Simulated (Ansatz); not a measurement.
System: Ta2O5 (Pmmn, No. 59, 14 atoms in the cell; start mp-1539317). Method: dielectric-dependent PBEsol hybrid (PAW; Ansatz, a first-principles code).

Run with plane-wave cutoff 460 eV, 6×2×6 k mesh (along the axes of the cell as run), Fermi–Dirac smearing 0.01 eV, scalar-relativistic PAW data made under PBE.

Cell (relaxed with PBEsol):

```
Ta2O5
1.0
    3.83815     0.00000     0.00000
    0.00000    12.99305     0.00000
    0.00000     0.00000     3.86936
Ta O
4 10
Direct
  0.00000   0.14618   0.02192
  0.00000   0.85382   0.02192
  0.50000   0.35382   0.97808
  0.50000   0.64618   0.97808
  0.50000   0.18521   0.00201
  0.50000   0.81479   0.00201
  0.00000   0.31479   0.99799
  0.00000   0.68521   0.99799
  0.00000   0.85068   0.50752
  0.00000   0.14932   0.50752
  0.50000   0.64932   0.49248
  0.50000   0.35068   0.49248
  0.50000   0.50000   0.99531
  0.00000   0.00000   0.00469
```

Question: What does this level give for the band gap and smallest direct gap on the k points sampled?

Answer: 
band gap: 3.89 eV (on the SCF k mesh)
smallest direct gap on the k points sampled: 4.50 eV

Note: cell and atoms aren't relaxed at this level (largest force component 0.14 eV/Å, pressure -3.6 GPa).

Spin–orbit coupling is not included.

The computed numbers hold no vibrational or temperature effects.

The result took very roughly 21 core-minutes.

A start named mp-… is a Materials Project structure, which need not be a measured phase.
